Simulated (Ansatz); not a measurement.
A relaxation of the atoms of HgPd (R3, 8 atoms in the cell) with Ansatz (a first-principles code).

Method: LDA (PW92), default PAW files made with PBE (plane waves; Ansatz).

The change in words: one atom moved by 0.15 angstrom; relax: default → atoms; relax.f_tol: default → 0.02 eV/Å. Reference geometry:
```
HgPd
1.0
    5.30735     0.00000     0.00000
    0.00000     5.30735     0.00000
    0.00000     0.00000     5.30735
Hg Pd
4 4
Cartesian
  4.47707   3.48396   1.82339
  3.48396   1.82339   4.47707
  1.82339   4.47707   3.48396
  0.83028   0.83028   0.83028
  0.80964   1.84404   3.46331
  1.84404   3.46331   0.80964
  3.46331   0.80964   1.84404
  4.49771   4.49771   4.49771
```

Reference input (self-consistent single point, DFT, LDA (PW92), plane waves, default PAW files made with PBE): basis.ecutwfc = 420 eV; kpoints.mp_grid.grid = 6 6 6; hamiltonian.xc = lda; hamiltonian.pseudopotentials = {kind: paw} (the program's default PAW files); scf.occupations.method = gaussian; scf.occupations.width = 0.1 eV. This run's input differs from it in these lines:

```diff
@@ -9,3 +9,3 @@
     - { symbol: Hg, position_ang: [1.82339317, 4.47706817, 3.48395683] }
-    - { symbol: Hg, position_ang: [0.83028183, 0.83028183, 0.83028183] }
+    - { symbol: Hg, position_ang: [0.91688186, 0.91688186, 0.91688186] }
     - { symbol: Pd, position_ang: [0.80963624, 1.84403876, 3.46331124] }
@@ -27,2 +27,4 @@
     width: 0.1
+relax:
+  f_tol: 0.02
 output:
```

The program printed (abridged):

```
   [... SCF lines of the steps left out ...]
relax step   1: F+E_penalty+E_count = -81468.84333388 eV  Δ(F+E_penalty+E_count) = +0.000e0 eV  max|allowed force component| = 5.043e-1 eV/Å  Δτ_max = 0.0000 Å  (6 SCF iters, dr2 threshold 1.00e-5 eV, accepted)
relax step   2: F+E_penalty+E_count = -81468.88920173 eV  Δ(F+E_penalty+E_count) = -4.587e-2 eV  max|allowed force component| = 2.057e-1 eV/Å  Δτ_max = 0.1612 Å  (6 SCF iters, dr2 threshold 1.59e-5 eV, accepted)
relax step   3: F+E_penalty+E_count = -81468.90485789 eV  Δ(F+E_penalty+E_count) = -1.566e-2 eV  max|allowed force component| = 1.915e-3 eV/Å  Δτ_max = 0.0421 Å  (6 SCF iters, dr2 threshold 2.64e-6 eV, accepted)
relax step   4: F+E_penalty+E_count = -81468.90485791 eV  Δ(F+E_penalty+E_count) = -1.899e-8 eV  max|allowed force component| = 1.927e-3 eV/Å  Δτ_max = 0.0000 Å  (6 SCF iters, accepted)
the relaxation is at rest under the 3 symmetry operations that the run kept from its start: a minimum is not shown …
Stability not checked: this state was not tested for a lower state beside it, because too few of the mixer's solves of this state at the end of the SCF gave a …
Free energy (F): -81468.904858 eV
Internal energy: -81468.885542 eV  (E = F + TS)
E sigma→0 (E₀):  -81468.895200 eV
Entropy (-TS):   -0.019316 eV (-2.415 meV/atom)
Fermi energy:    16.880296 eV
--- Forces (eV/Å), atoms counted from 1 ---
  atom   1  Hg     0.00180056    -0.00116899    -0.00101938
   [... lines left out ...]
    - { symbol: Pd, position: [0.15435113759890498, 0.3489434834047036, 0.6556680165508247] }
    - { symbol: Pd, position: [0.3489434834047036, 0.6556680165508247, 0.15435113759890498] }
    - { symbol: Pd, position: [0.6556680165508247, 0.15435113759890498, 0.3489434834047036] }
    - { symbol: Pd, position: [0.8493650662507588, 0.8493650662507588, 0.8493650662507588] }
```

The run converged.  The full log also holds: “iter 5 did not close the SCF: its close was put off for the readings that it lacked (scf_convergence_deferred on its scf_iter line)”. The full log also holds: “iter 4 did not close the SCF: its close was put off for the readings that it lacked (scf_convergence_deferred on its scf_iter line)”.

Summary of the result:
- Free energy E − TS (on the zero of these files): -81468.9049 eV
- Fermi level (on the code's own zero): 16.88 eV
- Pressure: -11.13 GPa
- Largest force (vector length): 0.003 eV/Å
- Relaxation steps: 4

The starting cell comes from a database of computed structures (which also holds hypothetical and non-ambient phases and stackings), without a prior relaxation at this level. Its lattice was rescaled by up to half a per cent. For this run, on top of that: one atom moved by 0.15 angstrom. Spin polarisation is off. The relaxation keeps the symmetry of its start, so its end need not be a minimum. Ansatz's pressure includes its estimate of the finite-basis (Pulay) stress.

Cost on one core of a shared machine: roughly 3 min.

Keys are those of Ansatz 0.2.
